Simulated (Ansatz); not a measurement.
The starting structures come from a database of crystals and need not be the phases stable at ambient conditions.

Here is the system:

```
CELL_PARAMETERS angstrom
      4.74673     0.00000     0.00000
      0.06506     9.31508     0.00000
     -1.07778    -1.02125    11.55661
ATOMIC_POSITIONS crystal
  Cs 0.04439 0.32673 0.09602
  Cs 0.95561 0.67327 0.90398
  Cs 0.10693 0.69200 0.38757
  Cs 0.89307 0.30800 0.61243
  S  0.53571 0.65247 0.14822
  S  0.46429 0.34753 0.85178
  S  0.57726 0.38815 0.32956
  S  0.42274 0.61185 0.67044
  S  0.51425 0.85986 0.10331
  S  0.48575 0.14014 0.89669
  S  0.79759 0.98638 0.21004
  S  0.20241 0.01362 0.78996
  S  0.64276 0.03562 0.37084
  S  0.35724 0.96438 0.62916
  S  0.36880 0.20940 0.36372
  S  0.63120 0.79060 0.63628
```

Space group of this cell: P-1. The cell is taken as given.

Transport runs along the normal of the first two printed cell vectors.

The gap is the functional's own, uncorrected, and κ follows it; spin-orbit coupling is left out. Mid-gap values are interpolated between the computed energies.

State the band gap and the smallest decay constant κ at mid-gap according to Ansatz (an electronic-structure program) with r2SCAN.

Gap 1.89 eV on a 6×4×4 mesh; κ = 0.405 1/Å, at (0.167, 0.500) of the in-plane reciprocal vectors. At the zone centre, at the nearest computed energy, the slowest state has κ = 0.42 1/Å.
